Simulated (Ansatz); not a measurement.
Defect migration in zinc-blende AlN: N vacancy, charge state +1. The step: one N atom jumps into the vacancy from a nearby N site; the atom moves 3.09 Å along (0.00, -0.50, -0.50) of the unit cell; the moving atom starts with neighbours Al at 1.88, 2 Al at 1.91, Al at 1.93 Å and ends with Al at 1.88, 2 Al at 1.91, Al at 1.93 Å. DFT values are from Ansatz (plane-wave PAW, 420 eV unless said) in a cell of 64 host sites, spin-restricted, static, with no finite-size correction. The host's phase is taken as given; its stability against other phases was not computed. The charge state is imposed; whether it is stable for some Fermi level was not computed. Forms of the defect that were not tried may lie lower. For the PBE band: the saddle point's order was not checked, and it lies on a symmetry element of the cell, where a band can be held.

```csv
Level,Forward barrier (eV),Cost of the band or of the saddle's single point
"CHGNet universal potential (has no charge state), its own band",2.21,-
"PBE, the Γ point alone, band relaxed",4.16,about 2.4 core-minutes (a rough figure)
"PBE, a 2×2×2 k-point mesh shifted by half a step, same geometries",4.53,about 27 core-seconds (a rough figure)
"r2SCAN at 500 eV, the Γ point alone, same geometries",4.65,about 22 core-seconds (a rough figure)
```

Ansatz is a first-principles code.
